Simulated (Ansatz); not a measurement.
Base system: Ta2O5 (space group C2, No. 5; a cell from a computed database, its experimental status unchecked).

```
Ta2O5
1.0
    2.96222    -2.53816     0.00000
    2.96222     2.53816     0.00000
   -2.64989     0.00000     5.10193
Ta O
2 5
Direct
  0.23122   0.15098   0.29224
  0.84902   0.76878   0.70776
  0.63318   0.22415   0.65149
  0.77585   0.36682   0.34851
  0.24126   0.11196   0.95629
  0.88804   0.75874   0.04371
  0.27242   0.72758   0.50000
```

Cartesian axes are those of the cell as printed.

Perturbation: compressive biaxial strain of 0.89 % in the plane normal to [001], as in epitaxy on a mismatched substrate; the out-of-plane cell vector and the atoms relax.

Levels (all Ansatz, a quantum-chemistry and plane-wave program, PAW): PBEsol (420 eV, spin-orbit coupling left out); PBEsol+SOC (420 eV, noncollinear with spin-orbit coupling).

The geometry is relaxed with PBEsol.

| Property | Result |
|---|---|
| PBEsol pressure | 0.74 GPa |
| PBEsol band gap | 2.35 eV |
| PBEsol smallest direct gap | 2.79 eV |

With PBEsol+SOC at the same geometry, the pressure shrinks by 0.293 GPa, from 0.74 GPa to 0.44 GPa; the band gap stays essentially unchanged (2.35 eV against 2.34 eV); the smallest direct gap drops by 0.09 eV (2.79 eV → 2.70 eV).

Single points use the geometry relaxed with PBEsol. The spin-orbit shifts are approximate. Spin-orbit coupling, missing from the scalar runs, can matter with Ta. Whether these cells are dynamically stable was not tested.
